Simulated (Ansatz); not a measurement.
Functionals compared on H on the 1x1 (0001) surface of hcp Os, one in a 2x2 cell, started at the site 'hollow Os-Os-Os over Os at depth 2.1 Å', in Ansatz (plane waves, PAW). The structure was relaxed with PBE; the other rows are single points on it, each with its references at the same level. Cutoff 420 eV (500 eV for r2SCAN).

Slab: 17 atoms, 6.4 Å thick at the start under the adsorbate (thin: gaps and levels are the slab's own); k 6x6x1, smearing 0.1 eV, dipole-corrected; 8 atoms held, the rest relaxed; symmetry of the start imposed; no spin, no spin-orbit, no U, no dispersion correction. At the end it is bonded to 3 Os. In PBE this state lies 0.04 eV over the lowest of the starts that converged ('bridge Os-Os (span 2.8 Å)'). These notes are the PBE run's. Adsorption energies are against ½ H2(g). A negative adsorption energy means that the adsorbate is more stable on the surface than in its reference.

```json
[
 {"functional": "PBE", "adsorption energy (eV)": "-0.49", "work function of the top face (eV)": "5.20", "change of the work function (eV)": "-0.12", "rough cost of the single point": "–"},
 {"functional": "RPBE", "adsorption energy (eV)": "[?]", "work function of the top face (eV)": "[?]", "change of the work function (eV)": "[?]", "rough cost of the single point": "about 50 core-seconds (a rough figure)"},
 {"functional": "r2SCAN", "adsorption energy (eV)": "-0.55", "work function of the top face (eV)": "5.24", "change of the work function (eV)": "-0.11", "rough cost of the single point": "about 110 core-seconds (a rough figure)"}
]
```

Problem. Complete the blanks.

Solution. 
- RPBE, adsorption energy (eV): -0.33
- RPBE, work function of the top face (eV): 5.05
- RPBE, change of the work function (eV): -0.11

Ansatz is an electronic-structure program.
